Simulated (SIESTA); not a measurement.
Input and output of a self-consistent single point for NiS (R3m, 6 atoms in the cell) (SIESTA).

Method of the run: LDA PW92+U, numerical atomic orbitals DZP, PseudoDojo LDA standard norm-conserving potentials (rewritten from UPF to PSML) in SIESTA.

```xyz
6
Lattice="4.7883 2.7645 1.0501 -4.7883 2.7645 1.0501 0.0000 -5.5290 1.0501" Properties=species:S:1:pos:R:3 pbc="T T T"
Ni     1.2581     0.7264     1.5263
Ni    -1.2581     0.7264     1.5263
Ni     0.0000    -1.4527     1.5263
S      3.1805     1.8363     1.0732
S     -3.1805     1.8363     1.0732
S      0.0000    -3.6725     1.0732
```

Reference input (self-consistent single point, DFT, LDA PW92, numerical atomic orbitals DZP, PseudoDojo LDA standard norm-conserving potentials (rewritten from UPF to PSML)): XC.functional = LDA; XC.authors = PW92; potentials = PseudoDojo LDA standard; PAO.BasisSize = DZP; PAO.EnergyShift = 0.01 Ry; MeshCutoff = 400 Ry; kgrid.MonkhorstPack = 7 7 7; OccupationFunction = FD; ElectronicTemperature = 136 meV; MaxSCFIterations = 150; SCF.Mixer.Method = Pulay; SCF.Mixer.Weight = 0.1. This run's input differs from it in these lines:

```diff
@@ -38,2 +38,11 @@
 ElectronicTemperature        136.0 meV
+DFTU.ProjectorGenerationMethod 2
+DFTU.CutoffNorm              0.9
+DFTU.FirstIteration          true
+%block DFTU.proj
+  Ni 1
+  n=3 2
+  5.00 0.00
+  0.00 0.00
+%endblock DFTU.proj
```

Output, abridged:

```
        iscf     Eharris(eV)        E_KS(eV)     FreeEng(eV)     dDmax    Ef(eV) dHmax(eV)
   scf:    1   -14534.955830   -14559.691619   -14559.932388  1.101802 -2.409445 16.466832
   scf:    2   -14579.592331   -14571.609789   -14571.817349  0.159709 -3.199093  7.286912
   scf:    3   -14574.008385   -14573.646536   -14573.838848  0.115592 -3.698926  0.935912
   scf:    4   -14573.896464   -14573.769034   -14573.961460  0.093219 -3.825945  0.487499
hubbard_term: recalculating local occupations    2
hubbard_term: maximum change in local occup.    0.074329
hubbard_term: recalculating Hamiltonian
   [... lines left out ...]
hubbard_term: recalculating local occupations   16
hubbard_term: maximum change in local occup.    0.000180
   scf:   20   -14575.108789   -14575.108790   -14575.296697  0.000011 -3.856807  0.000086
hubbard_term: recalculating local occupations   17
hubbard_term: maximum change in local occup.    0.000173
   scf:   21   -14575.108805   -14575.108807   -14575.296716  0.000012 -3.856803  0.000059
hubbard_term: recalculating local occupations   18
hubbard_term: maximum change in local occup.    0.000172
   scf:   22   -14575.108807   -14575.108807   -14575.296716  0.000003 -3.856804  0.000033
SCF Convergence by DM+H criterion
max |DM_out - DM_in|         :     0.0000029450
max |H_out - H_in|      (eV) :     0.0000327204
DFT+U population converged by dTol_pop criteria:
max |pop(DFT+U)_i - pop(DFT+U)_j|:     0.0001717935
SCF cycle converged after 22 iterations

Using DM_out to compute the final energy and forces
hubbard_term: recalculating local occupations   19
hubbard_term: maximum change in local occup.    0.000172
hubbard_term: recalculating Hamiltonian and forces

siesta: E_KS(eV) =           -14575.1080

siesta: E_KS - E_eggbox =    -14575.1080

siesta: Atomic forces (eV/Ang):
     1   -0.101839   -0.058797   -0.005067
     2    0.101839   -0.058797   -0.005067
     3   -0.000000    0.117594   -0.005066
     4    0.213320    0.123161    0.007869
     5   -0.213320    0.123161    0.007869
   [... lines left out ...]
siesta: FreeEng =    -14575.295880
   [... lines left out ...]
siesta:     0.080294   -0.000000    0.000000
siesta:    -0.000000    0.080294   -0.000000
siesta:     0.000000    0.000000    0.090612

siesta: Cell volume =         83.403027 Ang**3

siesta: Pressure (static):
siesta:                Solid            Molecule  Units
siesta:          -0.00091197         -0.00100741  Ry/Bohr**3
siesta:          -0.08373300         -0.09249591  eV/Ang**3
siesta:        -134.15506190       -148.19478900  kBar
```

The run converged in 22 iterations. Against the reference run the pressure goes from -15.08 to -13.42 GPa and the largest force goes from 0.194 to 0.246 eV/Å.

The starting cell comes from a database of computed structures (which also holds hypothetical and non-ambient phases and stackings), without a prior relaxation at this level. Its lattice was rescaled by a random factor within 2.5 % of one. Spin polarisation is off, so a magnetic state, if there is one, cannot be reached. The U value is a test value, and with U on an open shell several self-consistent states can exist. Values carry the incompleteness of an atom-centred basis. With a pressure of about -13 GPa the cell is away from its equilibrium volume at this level.

Cost on one core of a shared machine: roughly 2 min.
